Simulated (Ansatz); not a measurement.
Response to strain in AlRu

The parent structure is AlRu in the CsCl type structure (space group Pm-3m, No. 221; relaxed with 0.1 eV smearing).

```
AlRu
1.0
    2.98315     0.00000     0.00000
    0.00000     2.98315     0.00000
    0.00000     0.00000     2.98315
Al Ru
1 1
Direct
  0.50000   0.50000   0.50000
  0.00000   0.00000   0.00000
```

Cartesian axes are those of the cell as printed.

Strains are applied to the cell and any free atomic positions relax.

The values are results of Ansatz (a program for electronic structure), r2SCAN, PAW, cutoff 500 eV, no spin-orbit coupling, not measurements.

Notes on the quantities. pressure: mean of the normal stresses, compression positive; energy relative to the base: free energy F.

```
change                            pressure  energy relative to the base  shortest interatomic distance
------------------------------  ----------  ---------------------------  -----------------------------
base                               0.0 GPa                   0 meV/atom                        2.583 Å
uniaxial strain ε_zz = +0.50 %    -1.1 GPa                +0.4 meV/atom                        2.588 Å
uniaxial strain ε_zz = +1.00 %    -2.1 GPa                +1.4 meV/atom                        2.592 Å
uniaxial strain ε_zz = +1.50 %  (withheld)                   (withheld)                     (withheld)
uniaxial strain ε_zz = +2.00 %    -4.1 GPa                +5.5 meV/atom                        2.601 Å
uniaxial strain ε_zz = +2.50 %    -5.1 GPa                +8.5 meV/atom                        2.605 Å
uniaxial strain ε_zz = +3.00 %    -6.0 GPa                 +12 meV/atom                        2.610 Å
```

### Question
Complete the table.

### Answer

- uniaxial strain ε_zz = +1.50 %, pressure: -3.1 GPa
- uniaxial strain ε_zz = +1.50 %, energy relative to the base: +3.1 meV/atom
- uniaxial strain ε_zz = +1.50 %, shortest interatomic distance: 2.596 Å

Stability against distortions was not tested. The final runs are not spin-polarised.
